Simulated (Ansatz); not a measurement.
The parent structure is a 20-atom supercell of BaTiO₃ (space group P4mm, No. 99) at its relaxed geometry.

```
CELL_PARAMETERS angstrom
      3.98510    -3.98510    -4.20426
     -3.98510     3.98510    -4.20426
      3.98510     3.98510     4.20426
ATOMIC_POSITIONS crystal
  Ti 0.52106 0.52106 0.50000
  Ti 0.02106 0.02106 0.50000
  Ti 0.02106 0.52106 0.00000
  Ti 0.52106 0.02106 0.00000
  Ba 0.02967 0.02967 0.00000
  Ba 0.52967 0.52967 0.00000
  Ba 0.52967 0.02967 0.50000
  Ba 0.02967 0.52967 0.50000
  O  0.30563 0.30563 0.50000
  O  0.80563 0.80563 0.50000
  O  0.80563 0.30563 0.00000
  O  0.30563 0.80563 0.00000
  O  0.54532 0.29532 0.25000
  O  0.04532 0.79532 0.25000
  O  0.04532 0.29532 0.75000
  O  0.54532 0.79532 0.75000
  O  0.29532 0.54532 0.25000
  O  0.79532 0.04532 0.25000
  O  0.79532 0.54532 0.75000
  O  0.29532 0.04532 0.75000
```

Level of theory: PBE in Ansatz (plane waves to 420 eV, PAW, spin-orbit coupling left out), earlier PAW set.

For the base:

| Property | Value |
|---|---|
| Pressure | 0.0 GPa |

One thing is altered: one Ba atom is removed, atoms relaxed at fixed cell, starting from a slightly rattled geometry.

**Question.** What does the calculation give for the pressure after the change?

**Answer.** The pressure goes from zero to -1.6 GPa.

**Question.** How does this affect the total moment of the cell?

**Answer.** The total moment of the cell is 2.0 μB.

The magnetic state is the one reached from the starting moments; the real material's order can differ, and small cells can't hold many antiferromagnetic ones. In so small a cell the defect repeats every few ångströms: this is an ordered compound, not a dilute defect. A case with no gap was solved on a k-mesh chosen for an insulator, which is coarse for it. No Hubbard U is applied, and correlation can decide whether such a compound is a metal. Spin-polarised in the final run: Ba vacancy; the other runs are not. The defect cell is spin-polarised and ends with 2.0 μB.

Ansatz is a first-principles code.
